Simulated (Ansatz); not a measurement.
**A computed series for hypothetical zinc blende HgO: pressure series**

The parent structure is HgO in the zinc blende structure (space group F-43m, No. 216; a = 5.1961 Å; a hypothetical phase, not in the database extracts checked).

Cell and atoms are relaxed at each pressure.

Calculations: PBEsol, PAW, 420 eV (Ansatz, an electronic-structure program; no SOC), earlier PAW set.

```csv
case,density,shortest interatomic distance
base,10.25 g/cm³,2.250 Å
pressure −2 GPa,10.03 g/cm³,2.267 Å
pressure −1 GPa,10.14 g/cm³,2.258 Å
pressure 0.9 GPa,10.35 g/cm³,2.243 Å
pressure 2.1 GPa,10.47 g/cm³,2.234 Å
pressure 4.5 GPa,10.70 g/cm³,2.218 Å
pressure 9 GPa,11.09 g/cm³,2.192 Å
pressure 15 GPa,11.54 g/cm³,2.163 Å
pressure 22.5 GPa,12.04 g/cm³,2.133 Å
pressure 30 GPa,12.47 g/cm³,2.108 Å
```

Load acts through the strain it causes; cell and atoms are relaxed under it. Whether these cells are dynamically stable was not tested. Competing high-pressure phases were not computed. The final runs are not spin-polarised.
